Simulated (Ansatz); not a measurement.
# Hypothetical P4_2/mnm ZnS, pressure series

Base system: ZnS (space group P4_2/mnm, No. 136; a = 6.630 Å, c = 3.861 Å; a hypothetical phase, not in the database extracts checked).

Cell and atoms are relaxed at each pressure.

The values are results of Ansatz (a first-principles code) PBE, without spin-orbit coupling, not measurements.

Candidates:
(a) pressure −1 GPa
(b) pressure −2 GPa
(c) pressure 1.5 GPa
(d) pressure 3 GPa
(e) pressure 7.5 GPa

Base values:

- Band gap = 2.17 eV

Q: Order them by band gap, highest first.

A: (e) pressure 7.5 GPa (2.55 eV), (d) pressure 3 GPa (2.34 eV), (c) pressure 1.5 GPa (2.26 eV), (a) pressure −1 GPa (2.10 eV), (b) pressure −2 GPa (2.02 eV)

Load acts through the strain it causes; cell and atoms are relaxed under it. Whether these cells are dynamically stable was not tested. No other phases were tried under pressure.
